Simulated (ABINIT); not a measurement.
A self-consistent single point of PtAl₂ (Fm-3m, 3 atoms in the cell) with ABINIT.

Method of the run: PBEsol, norm-conserving pseudopotentials (PseudoDojo nc-sr-04 PBEsol standard) (plane waves; ABINIT).

```
CELL_PARAMETERS angstrom
      0.00000     3.02119     3.02119
      3.02119     0.00000     3.02119
      3.02119     3.02119     0.00000
ATOMIC_POSITIONS crystal
  Al 0.25000 0.25000 0.25000
  Al 0.75000 0.75000 0.75000
  Pt 0.00000 0.00000 0.00000
```

Reference input (self-consistent single point, DFT, PBE, plane waves, norm-conserving pseudopotentials (PseudoDojo nc-sr-05 PBE standard)): pseudos = [Al.upf, Pt.upf]; ecut = 42 Ha; occopt = 3; tsmear = 0.00499791 Ha; ngkpt = 13 13 13; nshiftk = 1; shiftk = 0 0 0; potentials = PseudoDojo nc-sr-05 PBE standard; nband = 17; kptopt = 1; nstep = 100; tolvrs = 1e-11. This run's input differs from it in these lines:

```diff
@@ -1,2 +1,2 @@
-# PtAl2, PseudoDojo nc-sr-05 PBE standard
+# PtAl2, PseudoDojo nc-sr-04 PBEsol standard
 pp_dirpath "./"
```

Its files differ too (potentials: PseudoDojo nc-sr-05 PBE standard → PseudoDojo nc-sr-04 PBEsol standard).

Output, abridged:

```
--- !BeginCycle
solver: {iscf: 7, nstep: 100, nline: 4, wfoptalg: 0, }
tolerances: {tolvrs: 1.00E-11, }
...

     iter   Etot(hartree)      deltaE(h)  residm     vres2
 ETOT  1  -135.10973044648    -1.351E+02 1.414E-01 4.063E+02
 ETOT  2  -135.14392383028    -3.419E-02 5.019E-02 1.089E+03
 ETOT  3  -135.28730569757    -1.434E-01 8.599E-03 1.684E+01
 ETOT  4  -135.28926439280    -1.959E-03 5.132E-03 6.664E-01
 ETOT  5  -135.28933367035    -6.928E-05 3.707E-03 7.231E-02
   [... 2 lines left out ...]
 ETOT  8  -135.28934237739     1.536E-10 1.700E-03 2.071E-06
 ETOT  9  -135.28934237763    -2.401E-10 4.956E-04 7.260E-09
 ETOT 10  -135.28934237764    -5.940E-12 4.787E-04 1.310E-10
 ETOT 11  -135.28934237765    -1.381E-11 1.560E-04 8.840E-14
 At SCF step   11       vres2   =  8.84E-14 < tolvrs=  1.00E-11 =>converged.

 Cartesian components of stress tensor (hartree/bohr^3)
  sigma(1 1)=  2.95372837E-04  sigma(3 2)=  0.00000000E+00
  sigma(2 2)=  2.95372837E-04  sigma(3 1)=  0.00000000E+00
  sigma(3 3)=  2.95372837E-04  sigma(2 1)=  0.00000000E+00

 ----iterations are completed or convergence reached----

 reduced coordinates (array xred) for    3 atoms
       0.250000000000      0.250000000000      0.250000000000
       0.750000000000      0.750000000000      0.750000000000
       0.000000000000      0.000000000000      0.000000000000
 cartesian forces (eV/Angstrom) at end:
    1     -0.00000000000000    -0.00000000000000    -0.00000000000000
    2     -0.00000000000000    -0.00000000000000    -0.00000000000000
   [... lines left out ...]
 Fermi (or HOMO) energy (hartree) =   0.30541   Average Vxc (hartree)=  -0.39095
 Fermi (or HOMO) energy (eV) =   8.31070   Average Vxc (eV)= -10.63817
   [... lines left out ...]
total_energy        : -1.35289342377651E+02
total_energy_eV     : -3.68141022760522E+03
band_energy         : -1.39880660637102E+01
...

-Cartesian components of stress tensor (GPa)         [Pressure= -8.6902E+00 GPa]
- sigma(1 1)=  8.69016744E+00  sigma(3 2)=  0.00000000E+00
- sigma(2 2)=  8.69016744E+00  sigma(3 1)=  0.00000000E+00
- sigma(3 3)=  8.69016744E+00  sigma(2 1)=  0.00000000E+00

 Calculation completed.
```

The run converged in 11 iterations. Against the reference run the pressure goes from -5.70 to -8.69 GPa.

The starting cell has typed, rounded lattice constants, without a prior relaxation at this level. Its lattice was rescaled by a random factor within 2.5 % of one. Spin polarisation is off. With a pressure of about -9 GPa the cell is away from its equilibrium volume at this level.

Cost on one core of a shared machine: roughly 4 min.
